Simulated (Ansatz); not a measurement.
All values below come from PBE (plane waves to 420 eV, PAW; Ansatz, a quantum-chemistry and plane-wave program).

Electrostatic potential energy of an electron, averaged over planes parallel to the surface, in eV from the Fermi level, for the (0001) surface of hcp Mg, clean 1x1 (bottom of the slab: a bare face, its two planes held):

```json
[
 {"z (Å)": "3.77", "V (eV)": "3.69"},
 {"z (Å)": "4.06", "V (eV)": "3.69"},
 {"z (Å)": "4.35", "V (eV)": "3.68"},
 {"z (Å)": "4.64", "V (eV)": "3.67"},
 {"z (Å)": "4.93", "V (eV)": "3.65"},
 {"z (Å)": "5.22", "V (eV)": "3.62"},
 {"z (Å)": "5.51", "V (eV)": "3.56"},
 {"z (Å)": "5.80", "V (eV)": "3.43"},
 {"z (Å)": "6.09", "V (eV)": "3.20"},
 {"z (Å)": "6.38", "V (eV)": "2.77"},
 {"z (Å)": "6.67", "V (eV)": "2.00"},
 {"z (Å)": "6.96", "V (eV)": "0.68"},
 {"z (Å)": "7.25", "V (eV)": "-1.44"},
 {"z (Å)": "7.54", "V (eV)": "-5.50"},
 {"z (Å)": "7.83", "V (eV)": "-10.55"},
 {"z (Å)": "8.12", "V (eV)": "-11.54"},
 {"z (Å)": "8.41", "V (eV)": "-7.30"},
 {"z (Å)": "8.70", "V (eV)": "-2.42"},
 {"z (Å)": "8.99", "V (eV)": "-0.03"},
 {"z (Å)": "9.28", "V (eV)": "0.86"},
 {"z (Å)": "9.57", "V (eV)": "0.37"},
 {"z (Å)": "9.86", "V (eV)": "-1.51"},
 {"z (Å)": "10.15", "V (eV)": "-5.75"},
 {"z (Å)": "10.44", "V (eV)": "-10.77"},
 {"z (Å)": "10.73", "V (eV)": "-11.42"},
 {"z (Å)": "11.02", "V (eV)": "-6.97"},
 {"z (Å)": "11.31", "V (eV)": "-2.22"},
 {"z (Å)": "11.60", "V (eV)": "0.08"},
 {"z (Å)": "11.89", "V (eV)": "0.95"},
 {"z (Å)": "12.18", "V (eV)": "0.45"},
 {"z (Å)": "12.47", "V (eV)": "-1.41"},
 {"z (Å)": "12.76", "V (eV)": "-5.56"},
 {"z (Å)": "13.05", "V (eV)": "-10.65"},
 {"z (Å)": "13.34", "V (eV)": "-11.52"},
 {"z (Å)": "13.63", "V (eV)": "-7.18"},
 {"z (Å)": "13.92", "V (eV)": "-2.33"},
 {"z (Å)": "14.21", "V (eV)": "0.04"},
 {"z (Å)": "14.50", "V (eV)": "0.92"},
 {"z (Å)": "14.79", "V (eV)": "0.41"},
 {"z (Å)": "15.08", "V (eV)": "-1.49"},
 {"z (Å)": "15.37", "V (eV)": "-5.70"},
 {"z (Å)": "15.66", "V (eV)": "-10.74"},
 {"z (Å)": "15.95", "V (eV)": "-11.46"},
 {"z (Å)": "16.24", "V (eV)": "-7.03"},
 {"z (Å)": "16.53", "V (eV)": "-2.24"},
 {"z (Å)": "16.82", "V (eV)": "0.09"},
 {"z (Å)": "17.11", "V (eV)": "0.95"},
 {"z (Å)": "17.40", "V (eV)": "0.44"},
 {"z (Å)": "17.69", "V (eV)": "-1.42"},
 {"z (Å)": "17.98", "V (eV)": "-5.53"},
 {"z (Å)": "18.27", "V (eV)": "-10.62"},
 {"z (Å)": "18.56", "V (eV)": "-11.52"},
 {"z (Å)": "18.85", "V (eV)": "-7.20"},
 {"z (Å)": "19.14", "V (eV)": "-2.33"},
 {"z (Å)": "19.43", "V (eV)": "0.07"},
 {"z (Å)": "19.72", "V (eV)": "1.00"},
 {"z (Å)": "20.01", "V (eV)": "0.59"},
 {"z (Å)": "20.30", "V (eV)": "-1.13"},
 {"z (Å)": "20.59", "V (eV)": "-4.99"},
 {"z (Å)": "20.88", "V (eV)": "-10.21"},
 {"z (Å)": "21.17", "V (eV)": "-11.69"},
 {"z (Å)": "21.46", "V (eV)": "-7.79"},
 {"z (Å)": "21.75", "V (eV)": "-2.82"},
 {"z (Å)": "22.04", "V (eV)": "-0.09"},
 {"z (Å)": "22.33", "V (eV)": "1.53"},
 {"z (Å)": "22.62", "V (eV)": "2.50"},
 {"z (Å)": "22.91", "V (eV)": "3.05"},
 {"z (Å)": "23.20", "V (eV)": "3.35"},
 {"z (Å)": "23.49", "V (eV)": "3.51"},
 {"z (Å)": "23.78", "V (eV)": "3.59"},
 {"z (Å)": "24.07", "V (eV)": "3.64"},
 {"z (Å)": "24.36", "V (eV)": "3.66"},
 {"z (Å)": "24.65", "V (eV)": "3.67"},
 {"z (Å)": "24.94", "V (eV)": "3.68"},
 {"z (Å)": "25.23", "V (eV)": "3.68"},
 {"z (Å)": "25.52", "V (eV)": "3.68"}
]
```

Set-up: 6 atoms, 12.9 Å thick at the start; mesh 13x13x1; 0.1 eV smearing; dipole correction on; 2 atoms held, the rest relaxed; start symmetry kept, larger cells not searched; no spin, no spin-orbit, no U.

The vacuum level lies 3.68 eV above the Fermi level over the top face and 3.69 eV above it under the bottom face.
